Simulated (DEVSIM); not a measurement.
System: Pd/SiON/p-Si capacitor, at 300 K.

Layer 1 from the left is SiON, thickness (nm) 9.60. Layer 2 from the left is Si, thickness (nm) 440, Na (cm⁻³) 1.7e18.

Metal gate on the left, work function 5.2 eV. Fixed charge at the semiconductor interface 1.3e10 cm⁻² (in units of +e); interface traps 1.3e12 cm⁻² eV⁻¹, uniform in energy, neutral level at 0.5 of the gap above the valence band.

This is a model device: material constants are rounded textbook-type values typed into the input, and sizes, dopings and lifetimes were drawn at random. Values at 300 K.

SiON: gap (eV) 7, affinity (eV) 1.4, permittivity 5.5. Si: gap (eV) 1.124, affinity (eV) 4.05, permittivity 11.7, Nc (cm⁻³) 2.86e19, Nv (cm⁻³) 3.1e19.

DEVSIM, 1D Poisson equation in equilibrium, Boltzmann statistics, complete ionisation; no quantum confinement or tunnelling. Metal contacts follow the ideal Schottky-Mott rule: no Fermi-level pinning, no interface dipoles.

Problem. What does the simulation give for the minimum of the low-frequency capacitance, the flat-band voltage?

Solution. minimum of the low-frequency capacitance 0.281 μF/cm²; flat-band voltage -0.10 V.
